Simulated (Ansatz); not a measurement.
The starting structures come from a database of crystals and need not be the phases stable at ambient conditions.

By PBEsol, the system below comes out a metal.

A figure of merit of an interconnect metal is its ballistic conductance per area.

Consider the following.

```xyz
8
Lattice="4.0750 0.0000 0.0000 0.0000 4.0750 0.0000 2.0375 -2.0375 8.7952" Properties=species:S:1:pos:R:3 pbc="T T T"
Zr     4.0750     0.0000     2.0896
Zr     2.0375     2.0375     6.7056
Al     0.0000     2.0375     0.0000
Al     2.0375     0.0000     0.0000
Al     4.0750     2.0375     4.3976
Al     2.0375     0.0000     4.3976
Al     4.0750     0.0000     6.5913
Al     2.0375     2.0375     2.2039
```

Space group of this cell: I4/mmm. The cell is strained (all lengths scaled by 1.02); by PBEsol its mean pressure is -6.5 GPa.

The current flows along the normal of the first two printed cell vectors, the (001) plane of the conventional cell. No spin-orbit coupling; the value is a mean over 0.1 eV about the Fermi level.

Task: Predict the ballistic conductance per area from Ansatz (a first-principles code) with PBEsol.

Result: 0.29 × 10¹⁵ S/m² for both spins.
